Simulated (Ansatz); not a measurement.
The parent structure is HgTe in the zinc blende structure (space group F-43m, No. 216; a = 6.5098 Å). Axes: x, y, z lie along the cube axes.

Calculations: PBEsol (Ansatz, a first-principles code, PAW, without spin-orbit coupling).

Strains are applied to the cell and any free atomic positions relax; under biaxial strain the out-of-plane vector relaxes too.

One change was made to it. Results:

The energy goes up by 17 meV/atom; the pressure (mean of the normal stresses, compression positive) goes from zero to -1.5 GPa; the volume per atom increases by 1.36 Å³, from 34.48 Å³ to 35.84 Å³.

Question: What was done to the base?
A. biaxial strain +3.44 %, plane normal [110], relaxed out of plane
B. isotropic strain +0.98 %
C. biaxial strain −2.64 %, plane normal [001], relaxed out of plane

Answer: A, biaxial strain +3.44 %, plane normal [110], relaxed out of plane. For comparison, the energy relative to the base in the other runs: isotropic strain +0.98 % gives +3.8 meV/atom; biaxial strain −2.64 %, plane normal [001], relaxed out of plane gives +6.0 meV/atom.

A biaxial case was relaxed in a doubled cell and then solved in the primitive one. Stability against distortions was not tested. The final runs are not spin-polarised.
